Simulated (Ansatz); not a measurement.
Ansatz (a first-principles code) run on a (111) slab of Cs2PdCl4 (cut from a parent of space group no. 123; 14 atoms in the cell): self-consistent single point.

Method of the run: LDA (PW92), default PAW files made with PBE (plane waves; Ansatz).

The change in words: vacuum of 6 angstrom (first run: 14 Å). Reference geometry:
```xyz
14
Lattice="10.6515 0.0000 0.0000 5.3258 7.0948 0.0000 0.0000 0.0000 20.5963" Properties=species:S:1:pos:R:3 pbc="T T T"
Cs    13.3144     5.7437     8.5388
Cs     7.9886     5.7437     8.5388
Pd     5.3258     2.1962     8.5388
Cl     5.3258     0.4479    10.0776
Cl     5.3258     3.9446     7.0000
Cl     7.6548     2.1962     8.5388
Cl     2.9967     2.1962     8.5388
Cs     7.9886     1.7459    12.0575
Cs     2.6629     1.7459    12.0575
Pd     5.3258     5.2933    12.0575
Cl     5.3258     3.5450    13.5963
Cl     5.3258     7.0416    10.5187
Cl     7.6548     5.2933    12.0575
Cl    13.6482     5.2933    12.0575
```

Reference input (self-consistent single point, DFT, LDA (PW92), plane waves, default PAW files made with PBE): basis.ecutwfc = 420 eV; kpoints.mp_grid.grid = 2 2 1; hamiltonian.xc = lda; hamiltonian.pseudopotentials = {kind: paw} (the program's default PAW files); scf.occupations.method = fermi_dirac; scf.occupations.width = 0.05 eV. This run's input differs from it in these lines:

Ansatz 0.2 input:
```diff
@@ -4,18 +4,18 @@
     - [5.32575700, 7.09482400, 0.00000000]
-    - [0.00000000, 0.00000000, 20.59629400]
+    - [0.00000000, 0.00000000, 12.59629300]
   atoms:
-    - { symbol: Cs, position_ang: [13.31439250, 5.74365734, 8.53879097] }
-    - { symbol: Cs, position_ang: [7.98863550, 5.74365734, 8.53879097] }
-    - { symbol: Pd, position_ang: [5.32575700, 2.19624534, 8.53879097] }
-    - { symbol: Cl, position_ang: [5.32576233, 0.44793171, 10.07760188] }
-    - { symbol: Cl, position_ang: [5.32575700, 3.94456606, 7.00000065] }
-    - { symbol: Cl, position_ang: [7.65481705, 2.19624534, 8.53879097] }
-    - { symbol: Cl, position_ang: [2.99669695, 2.19624534, 8.53879097] }
-    - { symbol: Cs, position_ang: [7.98863017, 1.74585882, 12.05750303] }
-    - { symbol: Cs, position_ang: [2.66287317, 1.74585882, 12.05750303] }
-    - { symbol: Pd, position_ang: [5.32575167, 5.29327082, 12.05750303] }
-    - { symbol: Cl, position_ang: [5.32575700, 3.54495719, 13.59629335] }
-    - { symbol: Cl, position_ang: [5.32576233, 7.04159154, 10.51869212] }
-    - { symbol: Cl, position_ang: [7.65481173, 5.29327082, 12.05750303] }
-    - { symbol: Cl, position_ang: [13.64820562, 5.29327082, 12.05750303] }
+    - { symbol: Cs, position_ang: [13.31439250, 5.74365734, 4.53878447] }
+    - { symbol: Cs, position_ang: [7.98863550, 5.74365734, 4.53878447] }
+    - { symbol: Pd, position_ang: [5.32575700, 2.19624534, 4.53878447] }
+    - { symbol: Cl, position_ang: [5.32576233, 0.44793171, 6.07759801] }
+    - { symbol: Cl, position_ang: [5.32575700, 3.94456606, 2.99999612] }
+    - { symbol: Cl, position_ang: [7.65481705, 2.19624534, 4.53878447] }
+    - { symbol: Cl, position_ang: [2.99669695, 2.19624534, 4.53878447] }
+    - { symbol: Cs, position_ang: [7.98863017, 1.74585882, 8.05750853] }
+    - { symbol: Cs, position_ang: [2.66287317, 1.74585882, 8.05750853] }
+    - { symbol: Pd, position_ang: [5.32575167, 5.29327082, 8.05750853] }
+    - { symbol: Cl, position_ang: [5.32575700, 3.54495719, 9.59629688] }
+    - { symbol: Cl, position_ang: [5.32576233, 7.04159154, 6.51869499] }
+    - { symbol: Cl, position_ang: [7.65481173, 5.29327082, 8.05750853] }
+    - { symbol: Cl, position_ang: [13.64820562, 5.29327082, 8.05750853] }
 basis:
```

Output (repeated stretches shortened):

```
SCF iter   1: F=—  HF=-44078.937646 eV  |F-HF|=—  |Δ(HF+E_count)|=         —  Δρ=4.26e-3  dr2=1.80e-1  ethr=1.77e-3  ⟨swp⟩=8.7  Hψ=1231  notcnv=0  defer=9
all-band conjugate gradients solve this SCF's bands
preconditioner: auto → Resta (q_TF=auto, 1.953 Å⁻¹)
SCF iter   2: F=—  HF=-44078.889614 eV  |F-HF|=—  |Δ(HF+E_count)|=   4.80e-2  Δρ=1.85e-3  dr2=2.38e-2  ethr=1.40e-4  ⟨swp⟩=2.3  Hψ=384  notcnv=0  defer=16
   [... lines left out ...]
SCF iter   5: F=—  HF=-44078.885728 eV  |F-HF|=—  |Δ(HF+E_count)|=   7.13e-4  Δρ=6.11e-5  dr2=3.72e-5  ethr=2.34e-6  ⟨swp⟩=2.0  Hψ=314  notcnv=0  defer=16
SCF iter   6: F=—  HF=-44078.885565 eV  |F-HF|=—  |Δ(HF+E_count)|=   1.63e-4  Δρ=2.29e-5  dr2=5.65e-6  ethr=2.91e-8  ⟨swp⟩=2.0  Hψ=426  notcnv=0  defer=16
SCF iter   7: F=—  HF=-44078.885566 eV  |F-HF|=—  |Δ(HF+E_count)|=   1.12e-6  Δρ=5.85e-6  dr2=3.87e-7  ethr=4.42e-9  ⟨swp⟩=2.0  Hψ=356  notcnv=0  defer=16
SCF iter   8: F=-44078.885566 eV  HF=-44078.885566 eV  |F-HF|=2.16e-9  |Δ(HF+E_count)|=   2.02e-7  Δρ=1.52e-6  dr2=2.24e-8  ethr=7.81e-11  ⟨swp⟩=18.3  Hψ=1261  notcnv=0
SCF 1 converged in 8 iterations: F = -44078.885566 eV  dr2 = 2.24e-8
Free energy (F): -44078.885566 eV
Internal energy: -44078.885566 eV  (E = F + TS)
E sigma→0 (E₀):  -44078.885566 eV
Entropy (-TS):   -0.000000 eV (-0.000 meV/atom)
Fermi energy:    -0.424102 eV
--- Forces (eV/Å), atoms counted from 1 ---
  atom   1  Cs     0.25902802    -0.02135349     0.20339211
  atom   2  Cs    -0.25902802    -0.02135349     0.20339211
  atom   3  Pd     0.00000000     0.24751048    -0.08975334
  atom   4  Cl     0.00000000     0.25566887    -0.28159602
  atom   5  Cl     0.00000000    -0.36213276     0.66048701
  atom   6  Cl    -0.51586240    -0.01272188     0.14360162
  atom   7  Cl     0.51586240    -0.01272188     0.14360162
  atom   8  Cs    -0.25902802     0.02135349    -0.20339211
   [... lines left out ...]
  atom  14  Cl     0.51586240     0.01272188    -0.14360162
--- Stress (GPa, compression-positive) ---
       -1.579174       0.000000       0.000000
        0.000000      -1.735988       0.266711
        0.000000       0.266711      -1.056723
  P = ⅓ Tr σ = -1.4573 GPa (-14.573 kbar)
  The stress holds the Pulay correction. Without it, at fixed plane waves, as pw.x and ABINIT print it: P = -1.4601 GPa
```

The run converged in 8 iterations. Against the reference run the free energy hardly moves (within 1 meV/atom), the largest force goes from 0.743 to 0.753 eV/Å and the gap on the mesh moves little (1.722 to 1.720 eV).

The starting cell comes from a database of computed structures (which also holds hypothetical and non-ambient phases and stackings), without a prior relaxation at this level. The slab is cut from that crystal, and its faces are unrelaxed. Its lattice was rescaled by up to half a per cent. Spin polarisation is off, though cut faces can carry moments; a gap of a slab can lie between surface states.
